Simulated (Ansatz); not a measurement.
The starting structures come from a database of crystals and need not be the phases stable at ambient conditions.

Data:

```
O2Te
1.0
    4.83262     0.00000     0.00000
    0.00000     4.83262     0.00000
    0.00000     0.00000     7.65129
Te O
4 8
Direct
  0.02773   0.02773   0.50000
  0.47227   0.52773   0.75000
  0.97227   0.97227   0.00000
  0.52773   0.47227   0.25000
  0.26021   0.13926   0.31512
  0.36074   0.76021   0.56512
  0.73979   0.86074   0.81512
  0.63926   0.23979   0.06512
  0.76021   0.36074   0.43488
  0.86074   0.73979   0.18488
  0.23979   0.63926   0.93488
  0.13926   0.26021   0.68488
```

The cell is taken as given; by r2SCAN it stands under a pressure of 0.5 GPa.

Transport runs along the normal of the first two printed cell vectors, the (001) plane of the conventional cell.

The gap is the functional's own, uncorrected, and κ follows it; spin-orbit coupling is left out. Mid-gap means the computed energy nearest the middle.

Compute, with Ansatz (a first-principles code) with r2SCAN, the band gap and the smallest decay constant κ at mid-gap.

Gap 3.52 eV on a 6×6×4 mesh; κ = 0.385 1/Å, at (0.167, 0.167) of the in-plane reciprocal vectors. At the zone centre the slowest state has κ = 0.41 1/Å.
